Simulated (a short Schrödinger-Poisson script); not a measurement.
Structure: single In0.53Ga0.47As/InP quantum well.

```tsv
layer	material	thickness (nm)
1	InP	20
2	In0.53Ga0.47As	6
3	InP	20
```

Constants are typed, rounded textbook-type inputs, not results; the design itself was drawn at random and stands for no fabricated device. In0.53Ga0.47As: direct gap (eV) 0.74, conduction-band edge (eV) 0, electron mass (mₑ) 0.041, heavy-hole mass 0.38, light-hole mass 0.052. InP: direct gap (eV) 1.344, conduction-band edge (eV) 0.25, electron mass (mₑ) 0.08, heavy-hole mass 0.53, light-hole mass 0.12.

The valence-band edge of each layer lies one gap below its conduction-band edge. The electron's potential energy rises along the stack by the applied field. Mesh 0.03 nm at interfaces.

Problem. Estimate e1 and hh1 for infinitely high walls at zero field, and compare with the finite well.

Solution. ħ²π²/(2mL²) gives 254.8 meV for the electron and 27.5 meV for the heavy hole. The finite well gives 72.9 and 18.8 meV, 0.29 and 0.68 of the estimates, as the states reach into the barriers (13 % of e1 lies outside the well).

From a short Schrödinger-Poisson script (our own, NumPy): one-band effective-mass equation with BenDaniel-Duke matching, electrons, heavy and light holes apart, hard walls at the outer ends, one valence edge for both holes (no strain splitting), no charge, excitons, band mixing or non-parabolicity; under a field the levels are quasi-bound states of a box, listed while three quarters of their weight lies within 4 nm of the wells.
